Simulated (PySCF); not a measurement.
PySCF 2.14.0, TPSSH/def2-svp, df: Ta(NMe)(F)2(Cl) (C[N]=[Ta]([F])([F])[Cl]), 9 atoms. The geometry is a generated start, not checked to be a minimum at this level.

```yaml
task: energy
method: tpssh
basis: def2-svp
two_electron_scheme: density fitting
mol.max_memory: 3000 MB
mf.max_cycle: 100
mf.conv_tol: 1e-09 (default)
mf.grids.level: 3 (default)
effective_core_potentials: those of the basis set, past Kr
basis_functions: 121
grid_points: 128856
```

```xyz
9

Ta    -0.0362     0.9423     1.1661
N      0.0417    -0.1370    -0.2535
C      0.0951    -0.9913    -1.3738
H      1.1339    -1.2611    -1.5892
H     -0.4748    -1.9085    -1.1900
H     -0.3269    -0.4891    -2.2510
F      1.7045     1.3235     1.8162
F     -1.0425     2.5052     0.7787
Cl    -1.0947     0.0159     2.8966
```

Charge 0 and multiplicity 1 are set for this test and not shown to be the ground state.

With the defaults (mf.DIIS = CDIIS, mf.diis = true, mf.damp = 0, mf.diis_start_cycle = 1, mf.level_shift = 0, mf.init_guess = minao, mf.diis_space = 8) it converges in 14 Fock builds. One run each on 2 threads, 1 BLAS thread, with these changes:
- mf.damp = 0.7, mf.diis_start_cycle = 8
- mf.diis_space = 3
- mf.diis = false, mf.damp = 0.7, mf.diis_start_cycle = 999
- mf.diis_space = 12
- mf.level_shift = 0.3 Hartree
- mf.DIIS = EDIIS
- mf.level_shift = 0.1 Hartree
- mf.init_guess = atom
- mf.diis = false

Question: Which runs fail or end elsewhere than the default run?

Answer: No convergence: mf.DIIS = EDIIS; mf.diis = false (the run ends without SCF convergence in 100 cycles). The rest reach the solution of the defaults.

| setting | Fock builds | end |
|---|---|---|
| mf.level_shift = 0.1 Hartree | 13 | same solution |
| the defaults | 14 | same solution |
| mf.diis_space = 12 | 14 | same solution |
| mf.init_guess = atom | 15 | same solution |
| mf.damp = 0.7, mf.diis_start_cycle = 8 | 15 | same solution |
| mf.level_shift = 0.3 Hartree | 18 | same solution |
| mf.diis = false, mf.damp = 0.7, mf.diis_start_cycle = 999 | 27 | same solution |
| mf.diis_space = 3 | 33 | same solution |
| mf.DIIS = EDIIS | 101 | no convergence |
| mf.diis = false | 101 | no convergence |
